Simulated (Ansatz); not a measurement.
**Pressure series in ZrO2**

Start from ZrO₂ in the fluorite structure (space group Fm-3m, No. 225; a = 5.089 Å).

Cell and atoms are relaxed at each pressure.

Levels (all Ansatz, a program for electronic structure, PAW, earlier PAW set): r2SCAN (500 eV, no spin-orbit coupling); HSE06 (420 eV, no SOC).

| pressure (GPa) | band gap, r2SCAN (eV) | band gap, HSE06 (eV) |
|---|---|---|
| -2 | 3.86 | 4.96 |
| -1 | ? | ? |
| 0 | 3.89 | 4.98 |
| 0.9 | 3.90 | 4.99 |
| 2.1 | 3.91 | 5.01 |
| 4.5 | 3.94 | 5.04 |
| 9 | 3.99 | 5.09 |
| 15 | 4.05 | 5.15 |

Problem. Fit E_g = E₀ + αP + βP² to the rows shown and predict the withheld row.

Solution. Least squares on the printed values gives 

- r2SCAN: E₀ = 3.89 eV, α = 12.3 meV/GPa, β = -0.098 meV/GPa² (largest residual 0.00 eV); this predicts 3.87 eV, and the run gives 3.87 eV, in agreement
- HSE06: E₀ = 4.98 eV, α = 12.8 meV/GPa, β = -0.11 meV/GPa² (largest residual 0.00 eV); this predicts 4.97 eV, and the run gives 4.97 eV, in agreement.

Single points use the geometry relaxed with r2SCAN. The hybrid gap comes from the SCF mesh plus the semilocal run's edge points and a few special points and is an upper bound. Load acts through the strain it causes; cell and atoms are relaxed under it. No phonon test of stability was made. Competing high-pressure phases were not computed. This is not the structure that ZrO2 has at room temperature and ambient pressure.
